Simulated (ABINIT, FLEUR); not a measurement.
A FLEUR input for a self-consistent single point of SnSe2 (P-3m1, 3 atoms in the cell) (DFT, PBE, all-electron FLAPW (FLEUR), scalar-relativistic valence):

Input of the input generator:

```
SnSe2 crystal
&input film=f /
6.9705021999 0.0000005107 0.0000000000
-3.4852515422 6.0366317269 0.0000000000
0.0000000000 0.0000000000 11.7675759116
1.0
1.0 1.0 1.0

3
50 0.0000000000 0.0000000000 -0.0000000000
34 0.6666666667 0.3333333333 0.7571000000
34 0.3333333333 0.6666666667 0.2429000000

&comp jspins=1 /
&kpt div1=8 div2=8 div3=4 gamma=t /
&end /
```

```xml
<?xml version="1.0" encoding="UTF-8" standalone="no"?>
<fleurInput fleurInputVersion="0.39">
   <comment>
      SnSe2 crystal                                                                                       
   </comment>
   <calculationSetup>
      <cutoffs Kmax="4.3" Gmax="12.9" GmaxXC="12.9" numbands="0"/>
      <scfLoop itmax="80" minDistance="0.00001" maxIterBroyd="40" imix="Anderson" alpha="0.05" precondParam="0.0" spinf="2.0"/>
      <coreElectrons ctail="T" frcor="F" kcrel="0" coretail_lmax="0"/>
      <xcFunctional name="pbe" relativisticCorrections="F"/>
      <magnetism jspins="1"/>
      <soc l_soc="F" theta="0.0" phi="0.0" spav="F"/>
      <expertModes spex="0" secvar="F"/>
      <geometryOptimization l_f="T" forcealpha="1.0" forcemix="BFGS" epsdisp="0.00001" epsforce="0.00001"/>
      <ldaU l_linMix="F" mixParam="0.05" spinf="1.0"/>
   </calculationSetup>
   <cell>
      <bzIntegration valenceElectrons="46.0" mode="hist" fermiSmearingEnergy="0.0001">
         <kPointListSelection listName="default-1"/>
         <!-- k-points included here -->
         <xi:include xmlns:xi="http://www.w3.org/2001/XInclude" href="kpts.xml"> </xi:include>
      </bzIntegration>
      <!-- symmetry operations included here -->
      <xi:include xmlns:xi="http://www.w3.org/2001/XInclude" href="sym.xml"> </xi:include>
      <bulkLattice scale="1.0">
         <bravaisMatrix>
            <row-1>    6.9705021999000003     0.0000005107000000     0.0000000000000000</row-1>
            <row-2>   -3.4852515421999999     6.0366317268999996     0.0000000000000000</row-2>
            <row-3>    0.0000000000000000     0.0000000000000000    11.7675759115999998</row-3>
         </bravaisMatrix>
      </bulkLattice>
   </cell>
   <atomSpecies>
      <species name="Tin (Sn)" element="Sn" atomicNumber="50">
         <mtSphere radius="2.36" gridPoints="813" logIncrement="0.016"/>
         <atomicCutoffs lmax="10" lnonsphr="8"/>
         <electronConfig flipSpins="F">
            <coreConfig>(1s1/2) (2s1/2) (2p1/2) (2p3/2) (3s1/2) (3p1/2) (3p3/2) (4s1/2) (3d3/2) (3d5/2) (4p1/2) (4p3/2)</coreConfig>
            <valenceConfig>(5s1/2) (4d3/2) (4d5/2) (5p1/2) (5p3/2)</valenceConfig>
            <stateOccupation state="(5p1/2)" spinUp="0.3333333333333" spinDown="0.3333333333333"/>
            <stateOccupation state="(5p3/2)" spinUp="0.6666666666667" spinDown="0.6666666666667"/>
         </electronConfig>
         <energyParameters s="5" p="5" d="5" f="4"/>
         <lo type="SCLO" l="2" n="4" eDeriv="0"/>
      </species>
      <species name="Selenium (Se)" element="Se" atomicNumber="34">
         <mtSphere radius="2.36" gridPoints="813" logIncrement="0.015"/>
         <atomicCutoffs lmax="10" lnonsphr="8"/>
         <electronConfig flipSpins="F">
            <coreConfig>(1s1/2) (2s1/2) (2p1/2) (2p3/2) (3s1/2) (3p1/2) (3p3/2)</coreConfig>
            <valenceConfig>(4s1/2) (3d3/2) (3d5/2) (4p1/2) (4p3/2)</valenceConfig>
            <stateOccupation state="(4p1/2)" spinUp="0.6666666666667" spinDown="0.6666666666667"/>
            <stateOccupation state="(4p3/2)" spinUp="1.3333333333333" spinDown="1.3333333333333"/>
         </electronConfig>
         <energyParameters s="4" p="4" d="3" f="4"/>
         <lo type="HELO" l="2" n="4" eDeriv="0"/>
      </species>
   </atomSpecies>
   <atomGroups>
      <atomGroup species="Tin (Sn)">
         <relPos label="                   1">.0000000000 .0000000000 .0000000000</relPos>
         <force calculate="T" relaxXYZ="TTT"/>
      </atomGroup>
      <atomGroup species="Selenium (Se)">
         <relPos label="                   2">-1.000/3.000 1.000/3.000 -.2429000000</relPos>
         <relPos label="                   3">1.000/3.000 -1.000/3.000 .2429000000</relPos>
         <force calculate="T" relaxXYZ="TTT"/>
      </atomGroup>
   </atomGroups>
   <output dos="F" band="F" slice="F">
      <checks vchk="F" cdinf="F"/>
      <bandDOS minEnergy="-.5*Htr" maxEnergy="0.5*Htr" sigma="0.015" storeEVData="T"/>
      <vacuumDOS vacdos="F" integ="F" star="F" nstars="0" locx1="0.0" locy1="0.0" locx2="0.0" locy2="0.0" nstm="0" tworkf="0.0"/>
      <unfoldingBand unfoldBand="F" supercellX="1" supercellY="1" supercellZ="1"/>
      <plotting iplot="0" polar="F">
         <plot TwoD="T" vec1="  1.0  0.0  0.0" vec2="  0.0  1.0  0.0" vec3="  0.0  0.0  1.0" zero="  0.0  0.0  0.0" file="plot"/>
      </plotting>
      <chargeDensitySlicing numkpt="0" minEigenval="0.0" maxEigenval="0.0" nnne="0" pallst="F"/>
      <specialOutput eonly="F"/>
      <magneticCircularDichroism mcd="F" energyLo="-10.0" energyUp="0.0"/>
   </output>
  <!-- We include the file relax.xml here to enable relaxations (see documentation) -->
  <xi:include xmlns:xi="http://www.w3.org/2001/XInclude" href="relax.xml"> <xi:fallback/> </xi:include>
</fleurInput>
```

Write the same calculation as an input for ABINIT.

One input that does it (others would too):

```
# SnSe2, JTH v2.0 PBE PAW
pp_dirpath "./"
pseudos "Sn.GGA_PBE-JTH.xml, Se.GGA_PBE-JTH.xml"
acell 3*1.0
rprim
         6.9705021999    0.0000005107    0.0000000000
        -3.4852515422    6.0366317269    0.0000000000
         0.0000000000    0.0000000000   11.7675759116
natom 3
ntypat 2
znucl 50 34
typat 1 2 2
xred
         0.0000000000    0.0000000000    0.0000000000
         0.6666666667    0.3333333333    0.7571000000
         0.3333333333    0.6666666667    0.2429000000
ecut 544 eV
pawecutdg 1088 eV
pawxcdev 0
ixc 11
occopt 1
nband 15
kptopt 1
ngkpt 8 8 4
nshiftk 1
shiftk 0 0 0
nstep 50
tolvrs 1.0e-11
prtwf 0
prtden 0
prtvol 1
enunit 2
```

Basis, cutoffs, solver keys and any potentials are the target program's own. This input uses DFT, PBE, plane waves, PAW (JTH v2.0 PBE PAW).

The starting cell comes from a database of computed structures (which also holds hypothetical and non-ambient phases and stackings), without a prior relaxation at this level. Its lattice was rescaled by a random factor within 2.5 % of one. For this run, on top of that: lattice scaled by 0.98.
